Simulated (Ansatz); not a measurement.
```yaml
crystal:
  lattice:
    - [3.00772, 0.00001, -0.01668]
    - [1.50383, 2.60482, -0.01057]
    - [0.12521, -0.01652, 22.17553]
  atoms:
    - { symbol: Mg, position: [0.53752, 0.29694, 0.08776] }
    - { symbol: Mg, position: [0.87044, 0.63124, 0.19871] }
    - { symbol: Mg, position: [0.20298, 0.96640, 0.30939] }
    - { symbol: Mg, position: [0.53530, 0.30218, 0.42028] }
    - { symbol: Mg, position: [0.86749, 0.63830, 0.53112] }
    - { symbol: O, position: [0.87121, 0.62949, 0.03815] }
    - { symbol: O, position: [0.20407, 0.96397, 0.14475] }
    - { symbol: O, position: [0.53671, 0.29881, 0.25551] }
    - { symbol: O, position: [0.86909, 0.63438, 0.36630] }
    - { symbol: O, position: [0.20127, 0.97050, 0.47714] }
    - { symbol: O, position: [0.53353, 0.30649, 0.58668] }
    - { symbol: Ti, position: [0.19967, 0.97454, 0.64838] }
    - { symbol: Ti, position: [0.86566, 0.64322, 0.74876] }
    - { symbol: Ti, position: [0.19855, 0.97797, 0.85277] }
    - { symbol: Ti, position: [0.86577, 0.64336, 0.95577] }
```

The first 11 atoms are the substrate (MgO-rs), the rest the film (Ti).

Method: PBE (plane waves to 420 eV, PAW; Ansatz, a quantum-chemistry and plane-wave program). Spin–orbit coupling is left out; the runs are not spin-polarised; PBE gaps are too small against experiment. Its k-point mesh 12×12×1, Fermi–Dirac width 0.05 eV.

### Question
Describe the bonding at the interfaces and give the barriers.

### Answer
A periodic stack without vacuum, hcp Ti (0 0 1) on rock-salt MgO (1 1 1) (film strained to the substrate, faces as cut): substrate slab Mg5O6, film Ti4, surface cells [[0, -1], [1, -1]] and [[-1, -1], [0, -1]], film strained by +2.4 and +2.4 %, faces O/O and Ti/Ti as cut (like faces can put a slab off its formula).
- interface area = 7.8 Å²
- period = 22.18 Å
- gaps between the outermost planes at the two interfaces = 1.37 and 1.83 Å
- Mg–Ti contacts across the interfaces within 1.22 times the sum of covalent radii = 6, mean 3.27 Å
- O–Ti contacts across the interfaces within 1.22 times the sum of covalent radii = 4, mean 2.11 Å
- hole barrier (PBE, at the middle of a substrate layer that carries a field) = 3.27 eV
- electron barrier (PBE, at the middle of a substrate layer that carries a field) = 1.20 eV
- slope of the mean potential energy in the substrate = -6.5 MV/cm × e
